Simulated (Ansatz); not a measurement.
Given:

```yaml
crystal:
  lattice:
    - [3.62598, 0.00000, 0.00000]
    - [-1.81299, 3.14019, 0.00000]
    - [0.00000, 0.00000, 5.57346]
  atoms:
    - { symbol: Sn, position: [0.00000, 0.00000, 0.00000] }
    - { symbol: S, position: [0.33333, 0.66667, 0.26444] }
    - { symbol: S, position: [0.66667, 0.33333, 0.73556] }
```

Level of theory: PBEsol+D3BJ with spin-orbit coupling, rigid bands (plane waves, PAW; Ansatz, a quantum-chemistry and plane-wave program). Geometry: cell and atoms relaxed with PBEsol+d3bj.

### Question
What conductivity effective mass do dilute holes have at 300 K?

### Answer
2.6 (x), 2.6 (y), 0.26 (z) mₑ.

### Question
What conductivity effective mass do dilute electrons have at 300 K?

### Answer
0.34 (x), 0.34 (y), 0.33 (z) mₑ.

### Question
And the band gap?

### Answer
0.95 eV at this level; semilocal functionals usually fall short of the measured gap.

Rigid bands, one relaxation time for all states, no polarons. Geometry: cell and atoms relaxed with PBEsol+D3(BJ).

PBEsol with a dispersion correction tends to overbind, so the cell can be several per cent short, in bad cases over ten, which usually narrows a gap: SnS2 (P-3m1).
